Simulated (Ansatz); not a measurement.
O on the 1x1 (0001) surface of hcp Ti, one in a 2x1 cell, energies for each (15.0 Å²). Energies are against ½ O2(g), without zero-point or thermal terms; each row is named by its start. No converged result for: 1 more start.

Level of theory: PBE (plane waves to 420 eV, PAW; Ansatz, a program for electronic structure).

Slab: 9 atoms, 6.8 Å thick at the start under the adsorbate (thin: gaps and levels are the slab's own); k 6x12x1, smearing 0.1 eV, dipole-corrected; 4 atoms held, the rest relaxed; each run with such symmetry as its start has; no spin, no spin-orbit, no U, no dispersion correction.

A negative adsorption energy means that the adsorbate is more stable on the surface than in its reference. Starts that drift may end in the same place. Heights count from the host atoms within 0.3 Å of the top one.

| starting site | E_ads (eV) | height (Å) | nearest host atom (Å) | bonded to | Δ work function (eV) | lateral drift (Å) |
|---|---|---|---|---|---|---|
| hollow Ti-Ti-Ti | -5.72 | 0.99 | Ti 1.92 | 3 Ti | 0.10 | 0.1 |
| hollow Ti-Ti-Ti over Ti at depth 2.2 Å | -5.47 | [?] | Ti 1.92 | 3 Ti | 0.08 | 0.1 |
| bridge Ti-Ti (span 2.9 Å) | -5.72 | 0.99 | Ti 1.92 | 3 Ti | 0.10 | 1.0 |

### Question
Complete the blanks.

### Answer

- hollow Ti-Ti-Ti over Ti at depth 2.2 Å, height (Å): 0.81
